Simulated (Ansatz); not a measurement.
The reference is GeSe2 (space group I-42d, No. 122; a = 5.791 Å, c = 9.605 Å; a cell from a computed database, its experimental status unchecked). Axes: x, y, z lie along a, b, c of the conventional cell.

Calculations: DFT with PBEsol, PAW potentials and a 420 eV plane-wave cutoff in Ansatz (an electronic-structure program), spin-orbit coupling left out.

Now apply this change: every lattice vector is stretched by 2.68 %, atoms relaxed at fixed cell.

Predict the stress tensor and what it implies for the stiffness.

Stress of the strained cell less that of the base (GPa, compression positive):
```
  -1.14    0.00    0.00
   0.00   -1.14    0.00
   0.00    0.00   -1.71
```

Then B = −ΔP/(ΔV/V₀) with ΔV/V₀ = 0.0826 gives secant stiffness values (nonlinear terms included at this strain): B (at held cell shape, above the free-shape value) ≈ 16 GPa.

As a check, the harmonic strain energy −½ V₀ Δσ:ε is 8.9 meV/atom; the computed energy rise is 10 meV/atom.

Whether these cells are dynamically stable was not tested.
